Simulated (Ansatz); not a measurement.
# SnGeO4 (model structure, started from the ZrSiO4 type, I4₁/amd, No. 141, 12 atoms in the cell)

Computed with HSE06 in Ansatz (PAW).

Numerical settings: plane-wave cutoff 460 eV, 6×6×6 k mesh, Fermi–Dirac smearing 0.01 eV, scalar-relativistic PAW data made under PBE.

Cell (relaxed with PBEsol):

```yaml
crystal:
  lattice:
    - [-3.28898, 3.28898, 3.18907]
    - [3.28898, -3.28898, 3.18907]
    - [3.28898, 3.28898, -3.18907]
  atoms:
    - { symbol: Sn, position: [0.00000, 0.00000, 0.00000] }
    - { symbol: Sn, position: [0.75000, 0.25000, 0.50000] }
    - { symbol: Ge, position: [0.50000, 0.50000, 0.00000] }
    - { symbol: Ge, position: [0.25000, 0.75000, 0.50000] }
    - { symbol: O, position: [0.11639, 0.30477, 0.81162] }
    - { symbol: O, position: [0.05477, 0.74315, 0.68838] }
    - { symbol: O, position: [0.49315, 0.30477, 0.18838] }
    - { symbol: O, position: [0.05477, 0.36639, 0.31162] }
    - { symbol: O, position: [0.63361, 0.94523, 0.68838] }
    - { symbol: O, position: [0.69523, 0.88361, 0.18838] }
    - { symbol: O, position: [0.25685, 0.94523, 0.31162] }
    - { symbol: O, position: [0.69523, 0.50685, 0.81162] }
```

```json
{
  "band_gap": "3.11 eV"
}
```

Note: the relaxation could raise the start's symmetry but not lower it, so the cell can be a saddle point; cell and atoms aren't relaxed at this level (largest force component 0.28 eV/Å, pressure -3.2 GPa).

Spin–orbit coupling is not included.

The computed numbers hold no vibrational or temperature effects.

A model structure was made by putting elements into a prototype or built by hand; it is no filed structure, need not be a known phase, and can be a saddle point held by its symmetry.

Ansatz is a quantum-chemistry and plane-wave program.
